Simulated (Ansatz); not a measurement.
**What ↑↓ start, q = (1/2, 1/2, 1/2), 4 atoms does to hypothetical CsCl type FeAs**

Start from FeAs in the CsCl type structure (space group Pm-3m, No. 221; a = 3.043 Å; ferromagnetic; a hypothetical phase, not in the database extracts checked).

Perturbation: the moments start antiparallel in the pattern ↑↓ in a 4-atom cell (cell doubled with q = (1/2, 1/2, 1/2) in the reciprocal basis of the base), and the cell is relaxed again.

Method: r2SCAN/PAW in Ansatz (an electronic-structure program), scalar-relativistic without spin-orbit coupling. k-mesh 13×13×13 (Γ-centred); smearing 0.05 eV (Fermi–Dirac), for the changed cell.

The volume per atom increases by 0.73 Å³ (14.09 Å³ → 14.82 Å³) and the shortest interatomic distance rises by 0.045 Å, from 2.635 Å to 2.680 Å. The energy goes up by 0.07 eV/atom (to 0.01 eV only: unlike meshes or grids) and the band gap stays zero. The magnetic state goes from ferromagnetic to antiferromagnetic (moments cancel) and the largest site moment rises by 0.15 μB (2.68 μB → 2.83 μB).

Final structure:

```
CELL_PARAMETERS angstrom
      0.00000     3.09502     3.09502
      3.09502     0.00000     3.09502
      3.09502     3.09502     0.00000
ATOMIC_POSITIONS crystal
  Fe 0.00000 0.00000 0.00000
  Fe 0.50000 0.50000 0.50000
  As 0.25000 0.25000 0.25000
  As 0.75000 0.75000 0.75000
```

Cost of the whole job for the changed cell (relaxation, final SCF and bands): very roughly 4 core-minutes.

The magnetic state is the one reached from the starting moments; the real material's order can differ, and small cells can't hold many antiferromagnetic ones. Stability against distortions was not tested.
